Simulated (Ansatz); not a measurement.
Start from Sn in the diamond structure (space group Fd-3m, No. 227).

```
CELL_PARAMETERS angstrom
      0.00000     3.32790     3.32790
      3.32790     0.00000     3.32790
      3.32790     3.32790     0.00000
ATOMIC_POSITIONS crystal
  Sn 0.50000 0.50000 0.50000
  Sn 0.75000 0.75000 0.75000
```

All numbers come from DFT with PBE, PAW potentials and a 420 eV plane-wave cutoff in Ansatz (an electronic-structure program), scalar-relativistic without spin-orbit coupling, earlier PAW set.

For the base:

The lattice parameter a comes out as 6.656 Å.

Now apply this change: hydrostatic tension (pressure −1 GPa).

**Question.** Predict the new lattice parameter a.

**Answer.** The lattice parameter a grows by 0.068 Å to 6.724 Å.

Load acts through the strain it causes; cell and atoms are relaxed under it. No phonon test of stability was made.
